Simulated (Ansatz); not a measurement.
C (model structure, P6₂22, No. 180, 3 atoms in the cell)

Level of theory: r²SCAN+rVV10 (plane waves, PAW; Ansatz, a program for electronic structure).

Settings: plane-wave cutoff 560 eV, 18×18×12 k mesh (along the axes of the cell as run), Fermi–Dirac smearing 0.01 eV, scalar-relativistic PAW data made under PBE.

Cell (relaxed at this level):

```xyz
3
Lattice="2.5986 0.0000 0.0000 -1.2993 2.2505 0.0000 0.0000 0.0000 2.7976" Properties=species:S:1:pos:R:3 pbc="T T T"
C      1.2993     0.0000     0.0000
C     -0.6497     1.1252     1.8651
C      0.6497     1.1252     0.9325
```

| Quantity | Result |
|---|---|
| band gap | 2.22 eV (on the SCF k mesh) |
| Γ–Γ gap | 9.19 eV |

Note: the relaxation could raise the start's symmetry but not lower it, so the cell can be a saddle point.

Static lattice: no zero-point or thermal effects.

A model structure was made by putting elements into a prototype or built by hand; it is no filed structure, need not be a known phase, and can be a saddle point held by its symmetry.
